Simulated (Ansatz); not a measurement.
SnS2 (Fd-3m, No. 227, 12 atoms in the cell; start mp-1095397; a measured phase of this formula has another space group) was calculated with PBEsol+SOC in Ansatz (plane waves, PAW).

Settings: plane-wave cutoff 520 eV, 6×6×6 k mesh, Fermi–Dirac smearing 0.01 eV, PAW data made under PBE.

Cell (relaxed with PBEsol):

Space group Fd-3m, origin choice 1 (No. 227); a = b = c = 10.358 Å, α = β = γ = 90.00°

```csv
atom,site,symmetry,x,y,z
Sn,16c,.-3m,0.1250,0.1250,0.1250
S,32e,.3m,0.3733,0.3733,0.3733
```
(The calculation used a cell of 12 atoms; values per cell refer to that cell.)

**Question.** Predict the band gap and smallest direct gap on the k points sampled.

**Answer.** 
* **band gap**: 1.06 eV (indirect)
* **smallest direct gap on the k points sampled**: 1.15 eV

The computed numbers hold no vibrational or temperature effects.

It cost around 4 core-minutes (rough) of CPU time.

A start named mp-… is a Materials Project structure, which need not be a measured phase.

Ansatz is a first-principles code.
